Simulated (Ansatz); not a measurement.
**A computed series for SnSe2: pressure series**

The parent structure is SnSe₂ in the CdI2 type structure (space group P-3m1, No. 164; a = 3.840 Å, c = 6.006 Å; layered, stacked along the Cartesian z axis).

Cell and atoms are relaxed at each pressure.

Calculations: Ansatz (a program for electronic structure) PBE-D3(BJ), no spin-orbit coupling.

Notes on the quantities. enthalpy: H = E + PV relative to the base's energy.

```
variant           band gap  lattice parameter a        enthalpy
----------------  --------  -------------------  --------------
base               0.36 eV              3.840 Å               –
pressure −1 GPa    0.60 eV              3.856 Å   -0.16 eV/atom
pressure 3 GPa        zero              3.802 Å   +0.46 eV/atom
pressure 7 GPa        zero              3.762 Å   +1.03 eV/atom
pressure 15 GPa       zero              3.676 Å   +2.10 eV/atom
pressure 30 GPa       zero              3.528 Å   +3.92 eV/atom
pressure 50 GPa       zero              3.356 Å   +6.11 eV/atom
pressure 75 GPa       zero              3.159 Å   +8.59 eV/atom
pressure 100 GPa      zero              2.776 Å  +10.76 eV/atom
```

A case with no gap was solved on a k-mesh chosen for an insulator, which is coarse for it. From pressure 100 GPa on, the axis ratios lie over 15 % from the base's, so the cell there is far from its starting form. Load acts through the strain it causes; cell and atoms are relaxed under it. Whether these cells are dynamically stable was not tested. Competing high-pressure phases were not computed. The final runs are not spin-polarised. The zero or small gap of SnSe2 under pressure 3 GPa and SnSe2 under pressure 7 GPa can change with the level of theory.
